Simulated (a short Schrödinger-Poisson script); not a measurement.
System: MOS inversion layer, SiO2 on p-type Si(100), at 400 K.

From the gate side: 1.7 nm SiO2; 330 nm Si, acceptors 1.7e18 cm⁻³.

Constants are typed, rounded textbook-type inputs, not results; the design itself was drawn at random and stands for no fabricated device. SiO2: permittivity 3.9, conduction-band edge (eV) 3.15, gap (eV) 9, electron mass (mₑ) 0.5. Si: permittivity 11.7, conduction-band edge (eV) 0, gap (eV) 1.124, Nv at 300 K (cm⁻³) 3.1e19.

Channel valleys (confinement mass, in-plane density-of-states mass, number): Δ2 0.916, 0.19, 2; Δ4 0.19, 0.417, 4. At the gate the conduction-band edge of layer 1 lies 3.3 eV − eVg above the Fermi level of the channel; the field vanishes at the back. Gaps are held at their typed values at every temperature. Mesh 0.03 nm at interfaces.

Solved with a short Schrödinger-Poisson script written for these runs: 1D Poisson equation in equilibrium, electrons quantum, Hartree (BenDaniel-Duke, 12 states a valley, the channel's in-plane mass for all, wave functions free to enter the dielectric), parabolic valleys, classical holes, full ionisation, no traps, pinning or gate leakage.

| Vg (V) | electrons (cm⁻²) | C (μF/cm²) | Δ2 E0 (meV from the Fermi level) | Δ4 E0 (meV from the Fermi level) |
|---|---|---|---|---|
| 0.3 | 1.48e9 | 0.353 | 302.2 | 368.3 |
| 0.35 | 4.54e9 | 0.354 | 263.0 | 330.2 |
| 0.4 | 1.38e10 | 0.374 | 224.1 | 292.4 |
| 0.45 | 4.09e10 | 0.439 | 186.3 | 255.6 |
| 0.5 | 1.11e11 | 0.587 | 151.4 | 221.8 |
| 0.55 | 2.56e11 | 0.807 | 121.8 | 193.3 |
| 0.6 | 4.89e11 | 1.02 | 98.7 | 171.4 |
| 0.65 | 7.97e11 | 1.19 | 81.0 | 154.8 |
| 0.7 | 1.16e12 | 1.30 | 67.1 | 142.1 |
| 0.75 | 1.56e12 | 1.38 | 55.9 | 132.1 |
| 0.8 | 1.98e12 | 1.44 | 46.5 | 123.9 |
| 0.85 | 2.43e12 | 1.48 | 38.4 | 117.1 |
| 0.9 | 2.88e12 | 1.52 | 31.4 | 111.2 |
| 0.95 | 3.35e12 | 1.54 | 25.0 | 106.0 |
| 1 | 3.83e12 | 1.57 | 19.3 | 101.4 |
| 1.05 | 4.32e12 | 1.58 | 14.0 | 97.2 |
| 1.1 | 4.81e12 | 1.60 | 9.1 | 93.4 |
| 1.15 | 5.31e12 | 1.61 | 4.5 | 90.0 |
| 1.2 | 5.81e12 | 1.63 | 0.2 | 86.7 |

Gate voltages with under 1e9 electrons/cm² are left out.

Question: At Vg = 1.2 V the lowest Δ2 subband lies at 0.2 meV from the Fermi level. How many electrons does it hold, and what share of all?

Answer: The two-dimensional density of states is g m/(πħ²) = 1.59e11 cm⁻² meV⁻¹ (both spins), kT = 34.5 meV, so n = D kT ln(1 + exp(−E/kT)) = 3.77e12 cm⁻², 0.65 of the 5.81e12 cm⁻² in all.

Question: Compare the slope of the sheet density between 1.1 and 1.2 V with the geometric capacitance of the layers between gate and channel.

Answer: q Δn/ΔV = 1.60 μF/cm²; ε0/Σ(t/ε) = 2.03 μF/cm². The ratio is 0.79: the channel acts as a further capacitance in series.
